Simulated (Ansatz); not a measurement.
## Step by step: energy of one form of SiC over another

Subject: the energy of one form of SiC over another. The value is E(A) − E(B), in meV per atom.

A: SiC (P6₃/mmc), 4 atoms in the cell.
```xyz
4
Lattice="3.1637 0.0000 0.0000 -1.5819 2.7399 0.0000 0.0000 0.0000 4.8830" Properties=species:S:1:pos:R:3 pbc="T T T"
Si     0.0000     1.8266     1.2207
C      0.0000     1.8266     3.6622
Si     1.5819     0.9133     3.6622
C      1.5819     0.9133     1.2207
```

B: SiC (2H, wurtzite, P6₃mc), 4 atoms in the cell. Conventional cell: a = 3.092 Å, b = 3.092 Å, c = 5.074 Å, α = 90.00°, β = 90.00°, γ = 120.00°.

Setting: static, neutral cells in Ansatz (PAW) whose structures rest at the PBE level. Ansatz (a first-principles code) runs with its default PAW set. Other levels take these structures. The lattices are those relaxed with PBE, so at other levels the solids can be strained. A dispersion term (D3(BJ), or D4 for r2SCAN) was computed beside these levels and is taken off wherever the name lacks it. No phonons were computed, so the higher form may be unstable once its symmetry is let go.

Total energies of the cells in eV, at zero smearing width. They compare only within one column; the weights balance every element.

```csv
cell,atoms,weight,r2SCAN
A: SiC (P6₃/mmc),4,+1,-1780.69983
"B: SiC (2H, wurtzite)",4,−1,-1782.64445
```

r2SCAN: (-1780.69983) − (-1782.64445) = 1.945 eV; dividing by 4 atoms gives 486 meV/atom.

What follows from the r2SCAN value: Against the thermal energy at 300 K, k_BT = 25.9 meV, the difference of 486.2 meV per atom is 19 k_BT. To turn the order at 1000 K, where k_BT = 86.2 meV, the higher one would need 5.6 k_B per atom more entropy.
